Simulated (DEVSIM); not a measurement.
## illuminated CdTe p-on-n cell, one wavelength

Device: illuminated CdTe p-on-n cell, one wavelength, at 400 K.

```csv
layer (left to right),material,thickness (μm),Nd (cm⁻³),Na (cm⁻³),τn (s),τp (s),absorption coefficient (cm⁻¹)
1,CdTe,0.0780,-,8.3e17,1.2e-10,2.6e-9,86000
2,CdTe,3.60,2.1e15,-,2.9e-8,2.9e-8,86000
```

Left contact: ohmic, minority electron recombination velocity 1e5 cm/s. Right contact: ohmic, minority hole recombination velocity 50000 cm/s. Voltage is applied to the left contact. Recombination: SRH at mid-gap, radiative, Auger. Light enters at the left, 1.1e18 photons cm⁻² s⁻¹, one pass, no reflection. Mobility is μmin + (μ − μmin)/(1 + (N/Nref)^α).

The device is made up for the run: typed textbook-type constants, with dimensions and the other settings drawn at random. Values at 300 K; Nc and Nv go as T^1.5, mobilities as T to minus their exponent, the gap by Varshni's rule with the affinity fixed.

```tsv
parameter	CdTe
gap (eV)	1.5
affinity (eV)	4.28
permittivity	10.2
Nc (cm⁻³)	8e17
Nv (cm⁻³)	1.8e19
μn (cm²/Vs)	1000
μp (cm²/Vs)	80
μn,min	100
μp,min	10
Nref,n	1e17
Nref,p	1e17
αn	0.6
αp	0.6
T exponent of μn	1.7
T exponent of μp	1.5
B (cm³/s)	1e-10
Cn (cm⁶/s)	1e-30
Cp (cm⁶/s)	1e-30
Varshni α (eV/K)	0.00031
Varshni β (K)	108
```

Simulated with DEVSIM: 1D drift-diffusion, Boltzmann statistics, complete ionisation; no tunnelling, impact ionisation, image-force lowering or self-heating.

```
Item                                                     Result
---------------------------------------------------  ----------
Potential step across the device at zero bias           1.130 V
Largest field in the device at zero bias             65000 V/cm
Dark forward voltage at 1 A/cm²                         0.895 V
Dark forward voltage at 100 A/cm²                       1.135 V
Short-circuit current                                170 mA/cm²
Open-circuit voltage                                    0.822 V
Fill factor                                                0.81
Largest power                                        113 mW/cm²
Share of generated pairs collected at short circuit       0.963
```

Dark reverse current:

| V (V) | J (A/cm²) |
|---|---|
| -0.04 | -3.3e-8 |
| -0.10 | -6.7e-8 |
| -0.20 | -1.1e-7 |
| -0.30 | -1.5e-7 |
| -0.40 | -1.9e-7 |
| -0.60 | -2.5e-7 |
| -0.80 | -3.1e-7 |
| -1.00 | -3.7e-7 |
| -1.30 | -4.4e-7 |
| -1.60 | -5.1e-7 |
| -2.00 | -6.0e-7 |

Dark forward current:

| V (V) | J (A/cm²) |
|---|---|
| 0.05 | 6.8e-8 |
| 0.10 | 2.0e-7 |
| 0.15 | 4.8e-7 |
| 0.20 | 1.1e-6 |
| 0.25 | 2.4e-6 |
| 0.30 | 5.2e-6 |
| 0.35 | 1.1e-5 |
| 0.40 | 2.5e-5 |
| 0.45 | 5.8e-5 |
| 0.50 | 0.00013 |
| 0.55 | 0.00033 |
| 0.60 | 0.00087 |
| 0.65 | 0.0025 |
| 0.70 | 0.0077 |
| 0.75 | 0.026 |
| 0.80 | 0.094 |
| 0.85 | 0.34 |
| 0.90 | 1.1 |
| 0.95 | 3.3 |
| 1.00 | 8.8 |
| 1.05 | 22 |
| 1.10 | 54 |
| 1.15 | 130 |
| 1.20 | 290 |
| 1.25 | 580 |
| 1.30 | 1100 |
| 1.35 | 1700 |
| 1.40 | 2500 |
